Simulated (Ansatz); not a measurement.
The parent structure is MgO in the rock salt structure (space group Fm-3m, No. 225; a = 4.214 Å).

Computed with DFT with PBEsol, PAW potentials and a 420 eV plane-wave cutoff in Ansatz (a first-principles code), spin-orbit coupling left out.

One change was made to it. Results:

The band gap shrinks by 1.08 eV, from 4.62 eV to 3.54 eV; the volume per atom goes up by 4.19 Å³ to 13.54 Å³.

Q: Which change produced these results?
A. Mg → Sr
B. Mg → Ca
C. O → F

A: B, Mg → Ca. For comparison, the band gap in the other runs: Mg → Sr gives 3.20 eV; O → F gives zero.

Whether these cells are dynamically stable was not tested. As relaxed here, MgF is a hypothetical phase, not in the database extracts checked. All final runs are without spin polarisation. An odd electron count without spin: MgF.
